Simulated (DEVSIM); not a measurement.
Structure: illuminated GaAs p-on-n cell, one wavelength, at 250 K.

```csv
layer (left to right),material,thickness (μm),Nd (cm⁻³),Na (cm⁻³),τn (s),τp (s),absorption coefficient (cm⁻¹)
1,GaAs,0.540,-,1.1e18,2e-9,4.5e-10,48000
2,GaAs,3.40,2.2e16,-,8.9e-9,8.9e-9,48000
```

Left contact: ohmic, minority electron recombination velocity 6000 cm/s. Right contact: ohmic, minority hole recombination velocity 60 cm/s. Voltage is applied to the left contact. Recombination: SRH at mid-gap, radiative, Auger. Light enters at the left, 9.8e16 photons cm⁻² s⁻¹, one pass, no reflection. Mobility is constant in doping.

Constants are typed, rounded textbook-type inputs, not results; the design itself was drawn at random and stands for no fabricated device. Values at 300 K; Nc and Nv go as T^1.5, mobilities as T to minus their exponent, the gap by Varshni's rule with the affinity fixed.

| parameter | GaAs |
|---|---|
| gap (eV) | 1.424 |
| affinity (eV) | 4.07 |
| permittivity | 12.9 |
| Nc (cm⁻³) | 4.7e17 |
| Nv (cm⁻³) | 9e18 |
| μn (cm²/Vs) | 8500 |
| μp (cm²/Vs) | 400 |
| T exponent of μn | 2.1 |
| T exponent of μp | 2.2 |
| B (cm³/s) | 2e-10 |
| Cn (cm⁶/s) | 1e-30 |
| Cp (cm⁶/s) | 1e-30 |
| Varshni α (eV/K) | 0.000541 |
| Varshni β (K) | 204 |

Simulated with DEVSIM: 1D drift-diffusion, Boltzmann statistics, complete ionisation; no tunnelling, impact ionisation, image-force lowering or self-heating.

The photon flux was swept, all else fixed.

```csv
photon flux (cm^-2 s^-1),open-circuit voltage (V),largest power (mW/cm²),short-circuit current (mA/cm²),fill factor
2.9e15,___,0.369,___,___
9.8e15,0.996,1.32,1.56,0.85
2.9e16,1.028,4.08,4.61,0.86
9.8e16,1.061,14.5,15.6,0.87
2.9e17,1.088,44.4,46.1,0.88
9.8e17,1.117,155,156,0.89
2.9e18,1.142,474,461,0.90
```

Q: What belongs in the gaps?

A: 
- 2.9e15, open-circuit voltage (V): 0.956
- 2.9e15, short-circuit current (mA/cm²): 0.461
- 2.9e15, fill factor: 0.84
